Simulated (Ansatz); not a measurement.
Base system: SiO2 in the rutile structure (space group P4_2/mnm, No. 136; a = 4.236 Å, c = 2.690 Å).

Method: PBE, PAW, 420 eV (Ansatz, a first-principles code; no SOC), earlier PAW set.

Carriers are added at fixed cell with a uniform background; the Fermi–Dirac width is that of 300 K.

One change was made to it. Results:

The gap character is still direct at Γ; the Fermi level relative to the doped band's edge (positive inside the band; to 0.05 eV) comes out as +1.95 eV; the gap between the host's bands falls by 0.11 eV to 4.94 eV.

**Question.** Which of these changes matches the shifts?
A. holes 5.0×10^21 cm⁻³
B. electrons 5.0×10^21 cm⁻³
C. holes 2.0×10^22 cm⁻³
D. electrons 1.0×10^22 cm⁻³
E. holes 3.0×10^21 cm⁻³

**Answer.** D, electrons 1.0×10^22 cm⁻³. For comparison, the Fermi level from band edge in the other runs: holes 5.0×10^21 cm⁻³ gives +0.60 eV; holes 2.0×10^22 cm⁻³ gives +1.00 eV; electrons 5.0×10^21 cm⁻³ gives +1.60 eV; holes 3.0×10^21 cm⁻³ gives +0.45 eV.

Carriers are added with a uniform compensating background; total energy and stress of such cells depend on the potential's zero and are not compared; many-body gap narrowing is missing at this level. No phonon test of stability was made.
